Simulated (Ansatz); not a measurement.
Fermi-surface data of TaC (Fm-3m)

Data:

```
CELL_PARAMETERS angstrom
      0.00000     2.21964     2.21964
      2.21964     0.00000     2.21964
      2.21964     2.21964     0.00000
ATOMIC_POSITIONS crystal
  Ta 0.00000 0.00000 0.00000
  C  0.50000 0.50000 0.50000
```

Level of theory: PBEsol, rigid bands (plane waves, PAW, scalar-relativistic; Ansatz, a quantum-chemistry and plane-wave program). Geometry: cell and atoms relaxed with PBEsol.

| Item | Result |
|---|---|
| density of states at the Fermi level | 0.617 states/(eV·cell), both spins |
| bare Sommerfeld coefficient | 0.73 mJ/(mol of atoms·K²) |
| Drude plasma energy | 8.3 eV |
| root-mean-square Fermi velocity | 9.7e5 m/s |
| resistivity times τ | 7.1 ×10⁻²² Ω·m·s |

A metal at this level (no band gap); rigid bands, thermally averaged at 300 K, both spins. Spin-orbit coupling is left out, which matters with elements this heavy. τ is one relaxation time for all states.
